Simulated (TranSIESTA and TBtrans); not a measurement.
Run with TranSIESTA and TBtrans (open boundaries, self-consistent; PseudoDojo norm-conserving potentials, scalar-relativistic): PAO.BasisSize DZP, PAO.EnergyShift 0.15 eV, XC.Authors PBE, Mesh.Cutoff 200 Ry, ElectronicTemperature 300 K, TS.Voltage 0.0 eV, TBT.Elecs.Eta 0.001 eV, no spin polarisation.

System: Al chain with one Ga atom in place of Al. Leads: straight Al chain, spacing 2.597 Å. Geometry: 3 atoms about the centre moved by SIESTA (PBE, DZP) to a largest force of 0.01 eV/Å, all others as built, motion along the axis alone.

### Question
Predict: conductance at 300 K (G0 = 2e²/h); mean T from −0.5 to 0.5 eV.

### Answer
conductance at 300 K (G0 = 2e²/h): 2.92; mean T from −0.5 to 0.5 eV: 2.16. The straight chain is held at its spacing; free chains may zigzag or dimerise. No spin-polarised start was tried, so a magnetic state, if there is one, is missed.
